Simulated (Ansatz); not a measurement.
Relaxation of the outer planes of the (110) surface of tetragonal WSi2 in its 1x1 cell (cut with top plane 2 Si + W, bottom plane 2 Si + W), outermost plane spacing 2.28 Å in the ideal cut.

These are PBE (plane waves to 420 eV, PAW; Ansatz, a first-principles code) values and carry that method's errors.

Model: 18-atom slab, Si12W6, 11.4 Å thick at the start, 10x10x1 mesh, Fermi-Dirac 0.1 eV, dipole correction, all atoms relaxed; symmetry of the start imposed; no spin, no spin-orbit, no U.

```
plane     atoms  bulk spacing to the next (Å)  relaxed spacing (Å)  change (%)         rumpling (Å)
-----  --------  ----------------------------  -------------------  ----------  -------------------
1      2 Si + W                         2.283                  ___         ___                  ___
2      2 Si + W                         2.283                2.290         0.3  0.06 (Si outermost)
```

Task: Some entries are withheld; supply them.

Result: 
- 1, relaxed spacing (Å): 2.270
- 1, change (%): -0.6
- 1, rumpling (Å): 0.17 (Si outermost)
